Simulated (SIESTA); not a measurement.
Input and output of a self-consistent single point for ZnIr (P-6m2, 2 atoms in the cell) (SIESTA).

Level of theory: LDA PW92, numerical atomic orbitals DZP, PseudoDojo LDA standard norm-conserving potentials (rewritten from UPF to PSML) run with SIESTA 5.4.2.

The change in words: lattice scaled by 0.98. Reference geometry:
```yaml
crystal:
  lattice:
    - [2.77718, 0.00000, 0.00000]
    - [-1.38859, 2.40511, 0.00000]
    - [0.00000, 0.00000, 4.16386]
  atoms:
    - { symbol: Zn, position: [0.66667, 0.33333, 0.50000] }
    - { symbol: Ir, position: [0.00000, 0.00000, 0.00000] }
```

Reference input (self-consistent single point, DFT, LDA PW92, numerical atomic orbitals DZP, PseudoDojo LDA standard norm-conserving potentials (rewritten from UPF to PSML)): XC.functional = LDA; XC.authors = PW92; potentials = PseudoDojo LDA standard; PAO.BasisSize = DZP; PAO.EnergyShift = 0.005 Ry; MeshCutoff = 400 Ry; kgrid.MonkhorstPack = 18 18 11; OccupationFunction = FD; ElectronicTemperature = 1160.45 K; MaxSCFIterations = 150; SCF.Mixer.Method = Pulay; SCF.Mixer.Weight = 0.25. This run's input differs from it in these lines:

```diff
@@ -12,5 +12,5 @@
 %block LatticeVectors
-     2.777180000    0.000000000    0.000000000
-    -1.388590000    2.405108000    0.000000000
-     0.000000000    0.000000000    4.163860000
+     2.721636000    0.000000000    0.000000000
+    -1.360818000    2.357006000    0.000000000
+     0.000000000    0.000000000    4.080583000
 %endblock LatticeVectors
@@ -18,3 +18,3 @@
 %block AtomicCoordinatesAndAtomicSpecies
-     1.388591389    0.801701865    2.081930000  1
+     1.360819361    0.785667881    2.040291500  1
      0.000000000    0.000000000    0.000000000  2
```

Output, abridged:

```
        iscf     Eharris(eV)        E_KS(eV)     FreeEng(eV)     dDmax    Ef(eV) dHmax(eV)
   scf:    1    -8794.074004    -8802.501410    -8802.532582  2.536677 -0.103426 24.721586
   scf:    2    -8814.322971    -8810.628076    -8810.663249  1.057506 -0.484515  5.625710
   scf:    3    -8812.002637    -8811.491669    -8811.525468  0.702890 -1.137337  3.071044
   scf:    4    -8811.710301    -8811.625733    -8811.659769  0.173858 -1.343956  0.690337
   scf:    5    -8811.621875    -8811.631763    -8811.667652  0.144968 -1.335297  0.536069
   [... 3 lines left out ...]
   scf:    9    -8811.636326    -8811.636309    -8811.672535  0.001921 -1.361495  0.003257
   scf:   10    -8811.636312    -8811.636311    -8811.672535  0.000130 -1.361594  0.000121
   scf:   11    -8811.636310    -8811.636310    -8811.672535  0.000033 -1.361645  0.000035
   scf:   12    -8811.636311    -8811.636310    -8811.672535  0.000003 -1.361646  0.000020
SCF Convergence by DM+H criterion
max |DM_out - DM_in|         :     0.0000029779
max |H_out - H_in|      (eV) :     0.0000200334
SCF cycle converged after 12 iterations

Using DM_out to compute the final energy and forces

siesta: E_KS(eV) =            -8811.6363

siesta: E_KS - E_eggbox =     -8811.6363

siesta: Atomic forces (eV/Ang):
     1   -0.000171    0.000099    0.000000
     2    0.000004   -0.000003   -0.000000
   Tot   -0.000168    0.000096   -0.000000
   Max    0.000171
   Res    0.000081    sqrt( Sum f_i^2 / 3N )
   Max    0.000171    constrained

Stress tensor Voigt[x,y,z,yz,xz,xy] (kbar):      -49.78      -49.78      -75.75        0.00        0.00        0.01
(Free)E + p*V (eV/cell)    -8810.7178
Target enthalpy (eV/cell)    -8811.6725

siesta: Program's energy decomposition (eV):
siesta: FreeEng =     -8811.672535

   [... lines left out ...]
siesta:    -0.031073    0.000004    0.000000
siesta:     0.000004   -0.031068    0.000000
siesta:     0.000000    0.000000   -0.047280

siesta: Cell volume =         26.176582 Ang**3

siesta: Pressure (static):
siesta:                Solid            Molecule  Units
siesta:           0.00039725          0.00039726  Ry/Bohr**3
siesta:           0.03647380          0.03647481  eV/Ang**3
siesta:          58.43746835         58.43908844  kBar
```

The run converged in 12 iterations. Against the reference run the free energy goes down by 10.5 meV/atom and the pressure goes from -9.29 to 5.84 GPa.

The starting cell comes from a database of computed structures (which also holds hypothetical and non-ambient phases and stackings), without a prior relaxation at this level. For this run, on top of that: lattice scaled by 0.98. Spin polarisation is off. Values carry the incompleteness of an atom-centred basis. With a pressure of about 6 GPa the cell is away from its equilibrium volume at this level.

Cost on one core of a shared machine: roughly 50 s.
